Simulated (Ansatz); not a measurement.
Cell and atoms of amorphous Hf$_{18}$O$_{38}$Ti:

```yaml
crystal:
  lattice:
    - [8.84567, -0.07387, 0.04869]
    - [-0.07387, 9.29033, -0.33434]
    - [0.04869, -0.33434, 8.98672]
  atoms:
    - { symbol: Hf, position: [0.12228, 0.50286, 0.25189] }
    - { symbol: Hf, position: [0.28050, 0.90069, 0.35832] }
    - { symbol: Hf, position: [0.31283, 0.55485, 0.92807] }
    - { symbol: Hf, position: [0.16408, 0.92929, 0.72249] }
    - { symbol: Hf, position: [0.60582, 0.87042, 0.55790] }
    - { symbol: Hf, position: [0.15503, 0.30740, 0.57234] }
    - { symbol: Hf, position: [0.79218, 0.40335, 0.37038] }
    - { symbol: Hf, position: [0.99558, 0.15898, 0.19693] }
    - { symbol: Hf, position: [0.54784, 0.26765, 0.72853] }
    - { symbol: Hf, position: [0.53034, 0.67864, 0.20959] }
    - { symbol: Hf, position: [0.46797, 0.50632, 0.50168] }
    - { symbol: Hf, position: [0.66488, 0.62166, 0.79358] }
    - { symbol: Hf, position: [0.02431, 0.77078, 0.01569] }
    - { symbol: Hf, position: [0.77885, 0.02684, 0.85492] }
    - { symbol: Hf, position: [0.92803, 0.81190, 0.37497] }
    - { symbol: Hf, position: [0.44990, 0.90553, 0.92691] }
    - { symbol: Hf, position: [0.60713, 0.04141, 0.24523] }
    - { symbol: Hf, position: [0.92005, 0.40657, 0.93042] }
    - { symbol: O, position: [0.69297, 0.82199, 0.31025] }
    - { symbol: O, position: [0.39156, 0.90010, 0.69962] }
    - { symbol: O, position: [0.09506, 0.54811, 0.01568] }
    - { symbol: O, position: [0.90457, 0.40034, 0.15912] }
    - { symbol: O, position: [0.68558, 0.10270, 0.67109] }
    - { symbol: O, position: [0.47945, 0.00816, 0.43322] }
    - { symbol: O, position: [0.77834, 0.17980, 0.29251] }
    - { symbol: O, position: [0.84795, 0.63925, 0.93816] }
    - { symbol: O, position: [0.52000, 0.67672, 0.97478] }
    - { symbol: O, position: [0.46687, 0.18905, 0.18545] }
    - { symbol: O, position: [0.65909, 0.65083, 0.57351] }
    - { symbol: O, position: [0.90764, 0.18485, 0.96217] }
    - { symbol: O, position: [0.34255, 0.55072, 0.15206] }
    - { symbol: O, position: [0.37189, 0.34568, 0.89278] }
    - { symbol: O, position: [0.96918, 0.89868, 0.84710] }
    - { symbol: O, position: [0.06050, 0.41247, 0.74705] }
    - { symbol: O, position: [0.12635, 0.74327, 0.23442] }
    - { symbol: O, position: [0.13318, 0.11950, 0.65948] }
    - { symbol: O, position: [0.12746, 0.83527, 0.51806] }
    - { symbol: O, position: [0.38357, 0.29974, 0.57808] }
    - { symbol: O, position: [0.70540, 0.40476, 0.84268] }
    - { symbol: O, position: [0.17205, 0.29438, 0.13193] }
    - { symbol: O, position: [0.15354, 0.06501, 0.32131] }
    - { symbol: O, position: [0.22905, 0.76270, 0.89563] }
    - { symbol: O, position: [0.65794, 0.37096, 0.54706] }
    - { symbol: O, position: [0.83464, 0.90072, 0.55494] }
    - { symbol: O, position: [0.66414, 0.96059, 0.03915] }
    - { symbol: O, position: [0.01001, 0.31621, 0.39800] }
    - { symbol: O, position: [0.25168, 0.03487, 0.96227] }
    - { symbol: O, position: [0.93897, 0.93153, 0.16601] }
    - { symbol: O, position: [0.24479, 0.48363, 0.43898] }
    - { symbol: O, position: [0.92489, 0.59466, 0.37711] }
    - { symbol: O, position: [0.51804, 0.11844, 0.89163] }
    - { symbol: O, position: [0.41564, 0.87605, 0.16655] }
    - { symbol: O, position: [0.42850, 0.71972, 0.41629] }
    - { symbol: O, position: [0.64820, 0.84227, 0.78739] }
    - { symbol: O, position: [0.60333, 0.49843, 0.29721] }
    - { symbol: O, position: [0.44342, 0.55260, 0.72820] }
    - { symbol: Ti, position: [0.34241, 0.20621, 0.03114] }
```

Methods: PBE, scalar-relativistic without spin-orbit coupling (Ansatz, a program for electronic structure); r2SCAN, scalar-relativistic without spin-orbit coupling (Ansatz); HSE06, scalar-relativistic without spin-orbit coupling (Ansatz). Neutral PBE cell, which sets geometry, pressure and energy: sampling: a 2×2×2 Γ-centred mesh; Fermi-Dirac width 0.02 eV; no spin polarisation. Exact exchange is cut at the faces of this 9 Å cell, which leaves hybrid gaps a finite-size error.

It comes from a melt-quench run on a machine-learned potential (CHGNet), relaxed afterwards by DFT. O atoms were pushed apart under 1.9 Å during the dynamics, to hinder bonds among them. The hot cell started wider than the set density and was brought back towards it in steps. It is the lowest in DFT energy of 2 quenches. It is a model cell: composition and starting density were chosen by hand, and all elements were melted together. No dispersion term was used. Its density started from a set value of 8.71 and ended at 8.71 g/cm³. Cooling (nominally 300 K/ps over its main leg) ran many orders faster than in experiment, which tends to leave more defects and strain. Values belong to this one cell and scatter from quench to quench. The volume was held where the preparation left it and the shape relaxed.

Question: Give the pressure, the energy against reference phases and the spacing of the highest filled and lowest empty levels.

Answer: 
Pressure on a 2×2×2 Γ-centred mesh: 2.52 GPa
Largest force and stress component on that mesh (the relaxation ran on the zone centre alone): 0.12 eV/Å and 2.6 GPa
Energy relative to HfO2 (P2_1/c) + anatase TiO2 (lowest mix at this level among the phases computed, not always the ambient ones): 0.164 eV/atom
Gap between localised states on a 2×2×2 Γ-centred mesh (PBE): 3.29 eV
Gap between localised states at the zone centre (PBE): 3.37 eV
Gap between localised states at the zone centre (r2SCAN): 3.77 eV
Gap between localised states at the zone centre (HSE06): 4.99 eV
Distance between the nearest levels spread over more than a fifth of the atoms or a third of the atoms of their main element (six at least) (PBE, zone centre): 4.02 eV

Question: At PBE and the zone centre, how localised are the states just below and above the Fermi level (participation number: the atoms over which a state spreads)?

Answer: The highest filled state is spread over 5.7 atoms' worth, largest on O23, with weights by element (charge in smoothed Voronoi cells) O 0.93, Hf 0.06, Ti 0.01. The lowest empty state is spread over 3.6 atoms' worth, largest on Ti57, with weights by element (charge in smoothed Voronoi cells) Ti 0.52, O 0.29, Hf 0.19.

At PBE the levels at both edges of the gap are localised (band-tail or defect states), and the nearest spread-out levels lie 4.0 eV apart at the zone centre.

Neighbours within Hf-Hf 3.34 Å, Hf-O 2.60 Å, Hf-Ti 3.23 Å, O-O 1.58 Å, O-Ti 2.49 Å, Ti-Ti 3.12 Å count as bonded. Two cations that share two anions don't count as bonded, nor two that share one unless they lie closer than Hf-Hf 3.25 Å, Hf-Ti 3.15 Å, Ti-Ti 3.04 Å.

Added carriers, by PBE, scalar-relativistic without spin-orbit coupling in Ansatz on the zone centre alone. Charged cells keep the cell fixed and stand in a uniform background, with no image correction, at a width of 0.01 eV; where the count is odd the moment is locked at 1 μB, unless the neutral cell bore moments. Each starts from the undistorted neutral geometry alone. PBE's self-interaction favours spread-out carriers, so it can miss traps that a hybrid finds.

Question: What happens at PBE when the cell takes an extra electron and the atoms relax?

Answer: Relaxation lowers the charged cell by 0.28 eV. The largest moves are O28 0.23 Å, Ti57 0.12 Å, O51 0.11 Å, O47 0.10 Å. The level that holds the added charge spreads over 4.8 atoms' worth, most on Ti57 (weight 0.42): a localised (trapped) carrier, which neighbours of that atom can share. No bond crosses its cut-off with a change of over 0.15 Å (metal-metal contacts aside). Made neutral again at that geometry, the cell lies +0.60 eV from the neutral start.

Question: What happens at PBE when the cell takes a hole and the atoms relax?

Answer: Relaxation lowers the charged cell by 0.42 eV. The largest moves are O51 0.26 Å, O34 0.21 Å, O44 0.16 Å, O23 0.13 Å. The level that was emptied spreads over 3.6 atoms' worth, most on O23 (weight 0.42): a localised (trapped) carrier, which neighbours of that atom can share. Bonds formed: Hf9-O56. Made neutral again at that geometry, the cell lies +0.97 eV from the neutral start.
